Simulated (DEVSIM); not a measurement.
Structure: Schottky contact on n-type GaN, at 300 K.

```
layer (left to right)  material  thickness (μm)  Nd (cm⁻³)  τn (s)  τp (s)
---------------------  --------  --------------  ---------  ------  ------
1                           GaN            1.80     4.4e16  7.7e-8  7.7e-8
2                           GaN            24.0       1e18  7.7e-8  7.7e-8
```

Left contact: Schottky, work function 5.25 eV, emission velocity 3.4e6 cm/s. Right contact: ohmic. Voltage is applied to the left contact. Recombination: SRH at mid-gap. Mobility is μmin + (μ − μmin)/(1 + (N/Nref)^α).

Constants are typed, rounded textbook-type inputs, not results; the design itself was drawn at random and stands for no fabricated device. Values at 300 K.

```csv
parameter,GaN
gap (eV),3.43
affinity (eV),4.1
permittivity,9.5
Nc (cm⁻³),2.3e18
Nv (cm⁻³),4.6e19
μn (cm²/Vs),1200
μp (cm²/Vs),100
"μn,min",55
"μp,min",3
"Nref,n",2e17
"Nref,p",3e17
αn,1
αp,2
```

Model (solved in DEVSIM): 1D drift-diffusion, Boltzmann statistics, complete ionisation; no tunnelling, impact ionisation, image-force lowering or self-heating. Metal contacts follow the ideal Schottky-Mott rule: no Fermi-level pinning, no interface dipoles.

The metal work function was swept, all else fixed.

```
metal work function (eV)  dark forward voltage at 1 A/cm² (V)  potential step across the device at zero bias (V)  dark forward voltage at 100 A/cm² (V)
------------------------  -----------------------------------  -------------------------------------------------  -------------------------------------
5.1                                                     0.639                                              0.978                                  0.769
5.15                                                    0.689                                              1.028                                  0.819
5.2                                                     0.739                                              1.078                                  0.869
5.25                                                    0.789                                              1.128                                  0.919
5.3                                                     0.839                                              1.178                                  0.969
5.35                                                    0.889                                              1.228                                  1.019
5.4                                                     0.939                                              1.278                                  1.069
5.45                                                    0.989                                              1.328                                  1.119
```

From the first row to the last the dark forward voltage at 1 A/cm² goes from 0.639 to 0.989. From the first row to the last the potential step across the device at zero bias goes from 0.978 to 1.328.
